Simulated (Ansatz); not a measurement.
System: ScGeCN (model structure, started from the AlSiCN type, P3m1, No. 156, 4 atoms in the cell). Method: PBE0 (Ansatz, an electronic-structure program, plane waves, PAW).

Run with plane-wave cutoff 460 eV, 9×9×6 k mesh (along the axes of the cell as run), Fermi–Dirac smearing 0.01 eV, scalar-relativistic PAW data made under PBE.

Cell (relaxed with PBEsol):

```
CELL_PARAMETERS angstrom
      3.37867     0.00000     0.00000
     -1.68933     2.92601     0.00000
      0.00000     0.00000     5.28916
ATOMIC_POSITIONS crystal
  Sc 0.33333 0.66667 0.52616
  Ge 0.66667 0.33333 0.99924
  C  0.33333 0.66667 0.09269
  N  0.66667 0.33333 0.63190
```

Question: Predict the band gap, smallest direct gap on the k points sampled and direct gap at Γ.

Answer: 
band gap: 4.08 eV (indirect)
smallest direct gap on the k points sampled: 4.23 eV
direct gap at Γ: 4.46 eV

Note: the relaxation could raise the start's symmetry but not lower it, so the cell can be a saddle point; cell and atoms aren't relaxed at this level (largest force component 0.18 eV/Å, pressure 0.7 GPa).

Spin–orbit coupling is not included.

It cost around 4 core-minutes (rough) of CPU time.

A model structure was made by putting elements into a prototype or built by hand; it is no filed structure, need not be a known phase, and can be a saddle point held by its symmetry.
